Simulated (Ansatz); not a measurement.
Consider a periodic stack without vacuum, hcp Sc (0 0 1) on rutile TiO2 (1 1 0) (film strained to the substrate, started from cuts of the bulks and a machine-learned relaxation; slabs Ti12O28 and Sc16, which can lie off the formulas): substrate slab Ti12O28, film Sc16, surface cells [[0, 1], [-2, 0]] and [[-2, 0], [-1, -2]], film strained by -1.1 and +3.1 %, outermost planes O/O and Sc/Sc as cut, which need not be the usual terminations and can put a slab off its formula. Its start:

```yaml
crystal:
  lattice:
    - [6.56689, 0.00000, -0.00103]
    - [0.00000, 5.92763, 0.05357]
    - [3.27968, 0.20352, 20.07191]
  atoms:
    - { symbol: Ti, position: [0.38121, 0.53279, 0.11977] }
    - { symbol: Ti, position: [0.38075, 0.00969, 0.12052] }
    - { symbol: Ti, position: [0.87888, 0.27176, 0.12394] }
    - { symbol: Ti, position: [0.88182, 0.77217, 0.11848] }
    - { symbol: O, position: [0.43598, 0.49721, 0.00864] }
    - { symbol: O, position: [0.43802, 0.06292, 0.00317] }
    - { symbol: O, position: [0.59007, 0.27082, 0.10601] }
    - { symbol: O, position: [0.59640, 0.77440, 0.10047] }
    - { symbol: O, position: [0.18525, 0.27098, 0.10621] }
    - { symbol: O, position: [0.18509, 0.77417, 0.10085] }
    - { symbol: O, position: [0.92284, 0.50938, 0.03381] }
    - { symbol: O, position: [0.92298, 0.04824, 0.03410] }
    - { symbol: Ti, position: [0.80092, 0.51001, 0.28235] }
    - { symbol: Ti, position: [0.80108, 0.01040, 0.28238] }
    - { symbol: Ti, position: [0.30169, 0.26159, 0.28124] }
    - { symbol: Ti, position: [0.30077, 0.75926, 0.28309] }
    - { symbol: O, position: [0.85070, 0.52320, 0.18076] }
    - { symbol: O, position: [0.85094, 0.01292, 0.18092] }
    - { symbol: O, position: [0.00219, 0.26128, 0.28111] }
    - { symbol: O, position: [0.00097, 0.76084, 0.28339] }
    - { symbol: O, position: [0.60114, 0.26113, 0.28122] }
    - { symbol: O, position: [0.60011, 0.76096, 0.28348] }
    - { symbol: O, position: [0.33617, 0.51817, 0.21234] }
    - { symbol: O, position: [0.33588, 0.01230, 0.21257] }
    - { symbol: Ti, position: [0.21930, 0.48864, 0.44459] }
    - { symbol: Ti, position: [0.21975, 0.01021, 0.44378] }
    - { symbol: Ti, position: [0.71874, 0.24912, 0.44616] }
    - { symbol: Ti, position: [0.72107, 0.74965, 0.44068] }
    - { symbol: O, position: [0.26639, 0.50292, 0.35190] }
    - { symbol: O, position: [0.26638, 0.00867, 0.35172] }
    - { symbol: O, position: [0.41492, 0.24571, 0.46401] }
    - { symbol: O, position: [0.41491, 0.75070, 0.45835] }
    - { symbol: O, position: [0.00496, 0.24580, 0.46353] }
    - { symbol: O, position: [0.00947, 0.75072, 0.45820] }
    - { symbol: O, position: [0.74984, 0.49777, 0.38391] }
    - { symbol: O, position: [0.74998, 0.00880, 0.38371] }
    - { symbol: O, position: [0.67511, 0.51065, 0.53041] }
    - { symbol: O, position: [0.67503, 0.97166, 0.53046] }
    - { symbol: O, position: [0.16347, 0.52429, 0.55432] }
    - { symbol: O, position: [0.15941, 0.95561, 0.56224] }
    - { symbol: Sc, position: [0.90699, 0.73642, 0.56715] }
    - { symbol: Sc, position: [0.40588, 0.73646, 0.56719] }
    - { symbol: Sc, position: [0.63862, 0.23735, 0.59315] }
    - { symbol: Sc, position: [0.13165, 0.24815, 0.60674] }
    - { symbol: Sc, position: [0.58452, 0.86109, 0.70953] }
    - { symbol: Sc, position: [0.08812, 0.84522, 0.70231] }
    - { symbol: Sc, position: [0.32932, 0.35032, 0.72547] }
    - { symbol: Sc, position: [0.82023, 0.35147, 0.72556] }
    - { symbol: Sc, position: [0.77409, 0.69244, 0.83764] }
    - { symbol: Sc, position: [0.26439, 0.69166, 0.83758] }
    - { symbol: Sc, position: [0.50781, 0.19656, 0.86146] }
    - { symbol: Sc, position: [0.01105, 0.17904, 0.85521] }
    - { symbol: Sc, position: [0.45759, 0.77401, 0.95609] }
    - { symbol: Sc, position: [0.95065, 0.78360, 0.97145] }
    - { symbol: Sc, position: [0.19143, 0.28311, 0.99766] }
    - { symbol: Sc, position: [0.69019, 0.28226, 0.99757] }
```

The start was prepared with a machine-learned potential, and the result is one local minimum, with the in-plane cell held and forces under 0.04 eV/Å; the film can end far from its bulk form.

Level of theory: PBE (plane waves to 420 eV, PAW; Ansatz, a quantum-chemistry and plane-wave program). Scalar-relativistic, without spin–orbit coupling; the runs are not spin-polarised; PBE gaps are too small against experiment. Its k-point mesh 4×5×1, Fermi–Dirac width 0.05 eV.

Task: Predict the relaxed interface.

Result: The interface area comes out as 38.9 Å² and the period is 20.37 Å. The heights between the nearest atoms of the two slabs at the two interfaces is 0.23 and 0.23 Å and the O–Sc contacts across the interfaces within 1.22 times the sum of covalent radii comes out as 28, mean 2.16 Å. The Sc–Ti contacts across the interfaces within 1.22 times the sum of covalent radii comes out as 18, mean 3.24 Å.
